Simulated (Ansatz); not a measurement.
**Input and output of a self-consistent single point for Ba (Im-3m, 1 atom in the cell) (Ansatz, a program for electronic structure)**

Method of the run: PBE (plane waves, PAW; Ansatz).

Input:

Ansatz 0.2 input:
```yaml
crystal:
  lattice:
    - [-2.51502000, 2.51502000, 2.51502000]
    - [2.51502000, -2.51502000, 2.51502000]
    - [2.51502000, 2.51502000, -2.51502000]
  atoms:
    - { symbol: Ba, position: [0.00000000, 0.00000000, 0.00000000] }
kpoints:
  mp_grid:
    grid: [12, 12, 12]
hamiltonian:
  xc: pbe
  pseudopotentials:
    kind: paw
scf:
  occupations:
    method: gaussian
    width: 0.1
output:
  forces: true
  eigenvalues: true
  stress: true
```

Log, with long lists cut:

```
WARN basis.ecutwfc = 420 eV, the default
WARN ansatz: RAYON_NUM_THREADS=1 ignored (pool sized by the plan → 1); use --threads N
Pseudopotentials: kind: paw
Pseudopotential: Ba, paw, valence charge 10
Crystal: 1 atoms, lattice volume = 63.633 Å³
Basis set: ecut = 420 eV, 1253 PW (Γ), exchange–correlation on 60×60×60 points (8 copies of the dense FFT grid, shifted against one another)
Bands: 9, of which v1, the nominal top of the filled ones, is band 5 counted from 1 (4 counted from 0)
Symmetry: 48 space group operations
Space group: Im-3m (ITA 229), of the structure as read, at distance tolerance 4.0e-5 Å
k-points: 72 of 1728
Initial density: superposition of atomic densities (neutral atoms: chi_scale 0, normalization atom), corrected by the library's trained network
Initial wavefunctions: pseudopotential atomic-orbital guess
Eigensolver: davidson
Functional: x = pbe(κ = 0.804, μ = 0.2195149727645171), c = pbe(β = 0.06672455060314922)
SCF iter   1: F=—  HF=-5949.543050 eV  |F-HF|=—  |Δ(HF+E_count)|=         —  Δρ=9.80e-4  dr2=9.42e-4  ethr=1.77e-3  ⟨swp⟩=7.6  Hψ=6367  notcnv=0
all-band conjugate gradients solve this SCF's bands
preconditioner: auto → Kerker (q_TF=auto, 2.004 Å⁻¹)
SCF iter   2: F=—  HF=-5949.543054 eV  |F-HF|=—  |Δ(HF+E_count)|=   4.48e-6  Δρ=6.91e-4  dr2=4.84e-4  ethr=9.42e-6  ⟨swp⟩=2.3  Hψ=1457  notcnv=0
SCF iter   3: F=—  HF=-5949.543053 eV  |F-HF|=—  |Δ(HF+E_count)|=   9.45e-7  Δρ=1.15e-4  dr2=1.10e-5  ethr=4.84e-6  ⟨swp⟩=2.9  Hψ=1006  notcnv=0
SCF iter   4: F=—  HF=-5949.543055 eV  |F-HF|=—  |Δ(HF+E_count)|=   2.27e-6  Δρ=5.09e-5  dr2=8.83e-7  ethr=1.10e-7  ⟨swp⟩=2.1  Hψ=1014  notcnv=0
iter 5 did not close the SCF: its close was put off for the readings that it lacked (scf_convergence_deferred on its scf_iter line)
SCF iter   5: F=-5949.543057 eV  HF=-5949.543057 eV  |F-HF|=1.94e-8  |Δ(HF+E_count)|=   1.04e-6  Δρ=6.97e-6  dr2=3.25e-8  ethr=8.83e-9  ⟨swp⟩=2.0  Hψ=941  notcnv=0
SCF iter   6: F=-5949.543057 eV  HF=-5949.543057 eV  |F-HF|=1.57e-9  |Δ(HF+E_count)|=   2.21e-8  Δρ=1.38e-6  dr2=1.32e-9  ethr=3.25e-10  ⟨swp⟩=3.2  Hψ=2568  notcnv=0
SCF 1 converged in 6 iterations: F = -5949.543057 eV  dr2 = 1.32e-9
SCF converged after 6 iterations
Free energy (F): -5949.543057 eV
Harris-Foulkes:  -5949.543057 eV  (|F-HF|=1.57e-9)
Internal energy: -5949.536647 eV  (E = F + TS)
E sigma→0 (E₀):  -5949.539852 eV
Entropy (-TS):   -0.006410 eV (-6.410 meV/atom)
Fermi energy:    5.754469 eV
--- Per-component energies (eV) ---
  E_band       = -85.792450
  E_kinetic    = 166.306364
  E_local      = -379.561791  (includes V_loc(G=0)·N_el)
  E_nonlocal   = 57.080496
  E_hartree    = 119.826952
  E_xc         = -166.461517
  E_vxc        = -133.509112  (∫ρ·V_xc dr)
  E_paw        = -5225.820043  (= ΣΔE_a)
  E_vpaw       = -35.762446  (= ΣTr[D̂ρ^β])
  E_aug_tail   = -0.000002  (compensation charges beyond the density's cutoff)
  E_ewald      = -520.907105
  E_smearing   = -0.006410  (= −TS)
  E_closure    = -0.000000  (closes the sum)
  Σ components = -5949.543057   (vs F -5949.543057, Δ=0.00e0)
--- Forces (eV/Å), atoms counted from 1 ---
  atom   1  Ba     0.00000000    -0.00000000    -0.00000000
  max |Σ_I F_I| component: 4.93e-31 eV/Å
--- Stress (GPa, compression-positive) ---
       -0.048565      -0.000000       0.000000
       -0.000000      -0.048565      -0.000000
       -0.000000       0.000000      -0.048565
  P = ⅓ Tr σ = -0.0486 GPa (-0.486 kbar)
  The stress holds the Pulay correction. Without it, at fixed plane waves, as pw.x and ABINIT print it: P = -0.0499 GPa
--- Band table (eV; the first three rows and the last of 72) ---
  k-point 0: bands = ["-23.1255", "-8.0824", "-8.0824", "-8.0824", "3.0237", "7.5858", "7.5858", "7.5858", "8.9729"]
  k-point 1: bands = ["-23.1227", "-8.1144", "-8.0922", "-8.0825", "3.1521", "7.4741", "7.5196", "7.7095", "8.7700"]
  k-point 2: bands = ["-23.1152", "-8.2001", "-8.1190", "-8.0831", "3.5124", "7.2115", "7.2515", "8.0734", "8.6062"]
  k-point 71: bands = ["-23.0532", "-8.3919", "-8.3919", "-8.3919", "5.2349", "5.2349", "9.7472", "9.7472", "9.7472"]
```

The run converged in 6 iterations.

The starting cell has typed, rounded lattice constants, without a prior relaxation at this level. Its lattice was rescaled by a random factor within 2.5 % of one. Ansatz's pressure includes its estimate of the finite-basis (Pulay) stress.
